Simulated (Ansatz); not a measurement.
Results of PBEsol in Ansatz (plane waves, PAW) for Bi (Pmma, No. 51, 2 atoms in the cell; start mp-1096851; another form than the element's usual one).

Run with plane-wave cutoff 520 eV, 18×18×10 k mesh (along the axes of the cell as run), Fermi–Dirac smearing 0.05 eV, scalar-relativistic PAW data made under PBE.

Cell (relaxed at this level):

Bi has the orthorhombic space group Pmma (No. 51), Pearson symbol oP2. Cell: a = 6.416 Å, b = 3.221 Å, c = 3.227 Å, α = 90.00°, β = 90.00°, γ = 90.00°. Bi on 2e has 6 Bi at 3.221–3.230 Å (octahedral). (Neighbours: up to the widest gap in distance over summed covalent radii, below 1.35, at either atom.)

### Question
What does this level give for the bulk modulus?

### Answer

- bulk modulus: 41.0 GPa

The run finds no gap.

Note: the bulk modulus is −V dP/dV from two relaxed cells at ±2 % in volume; the relaxation could not lower the start's symmetry, so the cell can be a saddle point above a distorted one.

Spin–orbit coupling is not included; it can shift volumes and moduli of such heavy elements.

Static lattice: no zero-point or thermal effects.

A start named mp-… is a Materials Project structure, which need not be a measured phase.

Ansatz is a program for electronic structure.
